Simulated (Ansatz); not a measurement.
## SnS (model structure, started from the WC type, P-6m2, No. 187, 2 atoms in the cell): lattice constant a by level of theory

No measured value is used here.

```
level (code)         value (Å)
-------------------  ---------
PBE (Ansatz)             3.913
PBEsol (Ansatz)          3.783
PBE-D3(BJ) (Ansatz)      3.809
```

PBE-D3(BJ): a distance lies near a switch of the dispersion term, which can move the cell. Ansatz's density-functional and Hartree–Fock values are scalar-relativistic unless marked +SOC, with PAW data made under PBE.

A model structure was made by putting elements into a prototype or built by hand; it is no filed structure, need not be a known phase, and can be a saddle point held by its symmetry.

Ansatz is an electronic-structure program.
